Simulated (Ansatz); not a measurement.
Consider NiCl2 (space group R-3m, No. 166; a = 3.4492 Å, c = 17.1849 Å (hexagonal axes); ferromagnetic; layered, stacked along the Cartesian z axis).

The values are results of Ansatz (a quantum-chemistry and plane-wave program) r2SCAN+rVV10, without spin-orbit coupling, not measurements.

One change was made to it. Results:

```json
[
 {"quantity": "lattice parameter a", "base": "3.449 Å", "after": "3.346 Å"},
 {"quantity": "band gap", "base": "2.21 eV", "after": "1.92 eV"},
 {"quantity": "magnetic state", "base": "ferromagnetic", "after": "ferromagnetic"}
]
```

### Question
Which of these changes matches the shifts?
(A) pressure −1 GPa
(B) pressure 0.7 GPa
(C) pressure 7.5 GPa
(D) pressure 0.3 GPa
(E) pressure 3 GPa

### Answer
C, pressure 7.5 GPa. For comparison, the band gap in the other runs: pressure −1 GPa gives 2.28 eV; pressure 0.3 GPa gives 2.19 eV; pressure 0.7 GPa gives 2.17 eV; pressure 3 GPa gives 2.08 eV.

Load acts through the strain it causes; cell and atoms are relaxed under it. Whether these cells are dynamically stable was not tested. Competing high-pressure phases were not computed. No Hubbard U is applied and the magnetic state is the run's own (NiCl2 ferromagnetic); small cells can't hold the antiferromagnetic order that many such compounds have, so gaps and moments can be off. Where the two band edges lie in opposite spin channels, the gap is a spin-flip gap.
